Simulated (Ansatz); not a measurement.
Consider O vacancy in monoclinic ZrO2, neutral cell. These are PBE, PAW (plane waves to 420 eV; Ansatz, a quantum-chemistry and plane-wave program) values and carry that method's errors.

Settings: 96 host sites, the relaxed PBE lattice, the Γ point alone, smearing 0.01 eV, spin-restricted, no image-charge correction. Static, classical nuclei. The charge state is imposed; whether it is stable for some Fermi level was not computed. Forms of the defect that were not tried may lie lower. The start lies 0.12 eV above the lowest site run (PBE).

Barriers: single points on a 2×2×2 k-point mesh shifted by half a step at the bands' geometries (they differ from the bands' own by up to 0.15 eV, and are uncertain by about as much).

The step: a nearby O atom hops onto the vacant site. Atoms about the jump, Cartesian Å from the middle of the jump, before and after:

```tsv
atom	x0	y0	z0	x1	y1	z1
O1	-1.18	0.18	-0.85	1.18	-0.18	0.85
Zr2	-0.53	-1.32	0.54	-0.53	-1.34	0.55
Zr3	-0.07	1.75	-2.10	-0.06	1.77	-2.12
O4	1.61	0.56	-1.71	1.62	0.59	-1.78
O5	0.68	2.38	-0.15	0.70	2.43	-0.20
Zr6	2.40	1.27	0.15	2.41	1.29	0.12
O7	-1.65	0.25	1.78	-1.63	0.25	1.74
Zr8	-2.78	1.29	0.12	-2.77	1.29	0.13
O9	-1.64	2.87	-1.13	-1.64	2.85	-1.13
O10	-0.73	0.25	-3.51	-0.74	0.24	-3.45
```

Question: Where do these atoms stand at the saddle point, and how high is it?

Answer: 
```csv
atom,x,y,z
O1,-0.01,0.34,-0.35
Zr2,-0.62,-1.28,0.51
Zr3,0.00,1.72,-2.07
O4,1.87,0.77,-1.95
O5,0.91,2.70,-0.29
Zr6,2.46,1.42,0.00
O7,-1.70,0.22,1.82
Zr8,-2.80,1.25,0.15
O9,-1.60,2.78,-1.08
O10,-0.73,0.20,-3.39
```
It lies 2.15 eV above the start and 2.27 eV above the end. The program found a first-order saddle point.
